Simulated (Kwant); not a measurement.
Device: quantum point contact (saddle potential) in a Ge (holes) two-dimensional gas. Effective mass 0.06 mₑ, grid spacing 6.2 nm, hard walls, nominal width 150 nm (25 grid rows, so walls 161.2 nm apart), one parabolic valley, scattering region 450 nm long along x; energies count from the band bottom; Fermi energy 0.00509 eV. Potential (V0 + ½k y²) cos²(πx/L) for |x| < L/2, with V0 swept from 0.0053445 to 0 eV, k = 8.6e-06 eV/nm², L = 190 nm. Perpendicular field 0.16 T, also in the leads; orbital effect alone.

Constants are typed, rounded textbook-type inputs, not results; the design itself was drawn at random and stands for no fabricated device.

Computed with Kwant: effective-mass tight-binding model on a square grid, one spin, coherent transport at 0 K. Conductance is in e²/h.

Density of the scattering states that come in from the left lead, at gate = 0.0013168 eV, in bins, relative to the largest site value (x marks bins outside the device):

```
|10023211221123200000000000000000000000000000|
|40158633554468620000000000000000000000000000|
|50158623664479731000000000000000000000000000|
|41146413553258742100000000000000000000000000|
|31134212442235653200000000000000000000000000|
|22222223322332455310000000000000000000000000|
|23432453213542267521000000000000000000000000|
|24544664114752267632100000000000000000000000|
|24654664224763357642111100000000000000000000|
|24654553323454345532211111111000000000000000|
|13542223432134432222222222111111000000000000|
|13543333432234433322222222111111110000000000|
|13544554333554455543222211111111110000000000|
|24654664224764367643211111111111000000000000|
|24544564124763368742110000000000000000000000|
|24432453224542367531000000000000000000000000|
|33333333333333465310000000000000000000000001|
|42234323543235654200000000000000000000011111|
|52257523664358742100000000000000000001111111|
|62269734675479731000000000000000000001111111|
|51269733564478620000000000000000000000011100|
|20023311222223200000000000000000000000000000|
```
Scale: ten equal steps from 0.000 (start of '0') to 0.978 (end of '9'), in the order '0123456789'; x runs from -218 to 218, y from -71.0 (bottom) to 71.0 (top).

The conductance there is 1.01 e²/h with 4 open channel(s) in the leads.
